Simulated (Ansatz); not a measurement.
PbF2, response to strain

Take PbF2 in the fluorite structure (space group Fm-3m, No. 225; a = 5.899 Å) as the base. Axes: x, y, z lie along the cube axes.

Strains are applied to the cell and any free atomic positions relax; under biaxial strain the out-of-plane vector relaxes too.

All numbers come from Ansatz (a first-principles code), PBEsol, PAW, cutoff 420 eV, no spin-orbit coupling.

Candidates:
(a) biaxial strain +2.00 %, plane normal [001], relaxed out of plane
(b) biaxial strain +2.50 %, plane normal [001], relaxed out of plane
(c) biaxial strain −1.50 %, plane normal [001], relaxed out of plane
(d) biaxial strain −2.50 %, plane normal [001], relaxed out of plane

Notes on the quantities. in-plane stress: mean in-plane stress (compression positive).

**Question.** Order them by in-plane stress, highest first.

**Answer.** (d) biaxial strain −2.50 %, plane normal [001], relaxed out of plane (+2.8 GPa), (c) biaxial strain −1.50 %, plane normal [001], relaxed out of plane (+1.7 GPa), (a) biaxial strain +2.00 %, plane normal [001], relaxed out of plane (-2.2 GPa), (b) biaxial strain +2.50 %, plane normal [001], relaxed out of plane (-2.7 GPa)

Stability against distortions was not tested.
